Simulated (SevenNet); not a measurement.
Hexagonal WC

Level of theory: the machine-learned potential SevenNet-0 (trained on PBE and PBE+U data).

Cell: relaxed at this level.

For hexagonal WC, the lattice constant a comes out as 2.928 Å and the c axis length comes out as 2.849 Å.

Measured, for comparison: lattice constant a 2.906 Å, lattice parameter c 2.837 Å (300 K, no zero-point or thermal correction; as tabulated in Wikipedia's data pages). Computed (rounded) less measured: lattice constant a +0.8 %, lattice parameter c +0.4 %.

A machine-learned potential is trained on density-functional data: it inherits that level's misses and adds fitting errors of its own.
